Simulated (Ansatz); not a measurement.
The (10-10) face of hcp Ru can be cut between different planes. Symmetric, stoichiometric slabs relaxed in the 1x1 cell (11.7 Å²): top plane Ru, 0.79 Å over the next in the ideal cut; top plane Ru, 1.57 Å over the next in the ideal cut.

Calculation: PBE (plane waves to 420 eV, PAW; Ansatz, an electronic-structure program).

### Question
Put the candidates in order of surface energy, lowest first, for PBE.

### Answer
the cut with an outer spacing of 0.79 Å (2.95 J/m²), the cut with an outer spacing of 1.57 Å (3.58 J/m²)
